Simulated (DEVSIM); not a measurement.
Device: Al/Si3N4/SiO2/p-Si capacitor, at 300 K.

| layer (left to right) | material | thickness (nm) | Na (cm⁻³) |
|---|---|---|---|
| 1 | Si3N4 | 21.0 | - |
| 2 | SiO2 | 0.590 | - |
| 3 | Si | 17000 | 1.1e15 |

Metal gate on the left, work function 4.1 eV. Fixed charge at the semiconductor interface 1.6e12 cm⁻² (in units of +e); no interface traps.

Constants are typed, rounded textbook-type inputs, not results; the design itself was drawn at random and stands for no fabricated device. Values at 300 K.

| parameter | Si3N4 | SiO2 | Si |
|---|---|---|---|
| gap (eV) | 5.1 | 9 | 1.124 |
| affinity (eV) | 2.1 | 0.9 | 4.05 |
| permittivity | 7.5 | 3.9 | 11.7 |
| Nc (cm⁻³) | - | - | 2.86e19 |
| Nv (cm⁻³) | - | - | 3.1e19 |

DEVSIM, 1D Poisson equation in equilibrium, Boltzmann statistics, complete ionisation; no quantum confinement or tunnelling. Metal contacts follow the ideal Schottky-Mott rule: no Fermi-level pinning, no interface dipoles.

### Question
Tabulate band edges, carrier densities and field at 0.8 V on the gate.

### Answer
Energies count from the Fermi level of the right contact; mesh points crowd at the junctions.

```tsv
x (μm)	Ec (eV)	Ev (eV)	n (cm⁻³)	p (cm⁻³)	field (V/cm)
0.000	1.200	-3.900	< 1e2	< 1e2	340000
0.002018	1.269	-3.831	< 1e2	< 1e2	340000
0.006897	1.434	-3.666	< 1e2	< 1e2	340000
0.01544	1.725	-3.375	< 1e2	< 1e2	340000
0.02025	1.888	-3.212	< 1e2	< 1e2	340000
0.02131	3.134	-5.866	< 1e2	< 1e2	650000
0.02249	0.033	-1.091	8.1e18	< 1e2	260000
0.02872	0.106	-1.018	4.8e17	240	64000
0.04413	0.164	-0.960	5.1e16	2300	25000
0.08594	0.239	-0.885	2.8e15	42000	15000
0.2078	0.401	-0.723	5.3e12	2.2e7	12000
0.7475	0.809	-0.315	740000	1.6e14	3100
2.100	0.859	-0.265	110000	1.1e15	≈ 0
5.769	0.859	-0.265	110000	1.1e15	≈ 0
13.84	0.859	-0.265	110000	1.1e15	≈ 0
15.91	0.859	-0.265	110000	1.1e15	≈ 0
16.62	0.859	-0.265	110000	1.1e15	≈ 0
16.88	0.859	-0.265	110000	1.1e15	≈ 0
16.99	0.859	-0.265	110000	1.1e15	≈ 0
17.01	0.859	-0.265	110000	1.1e15	≈ 0
17.02	0.859	-0.265	110000	1.1e15	≈ 0
17.02	0.859	-0.265	110000	1.1e15	≈ 0
```
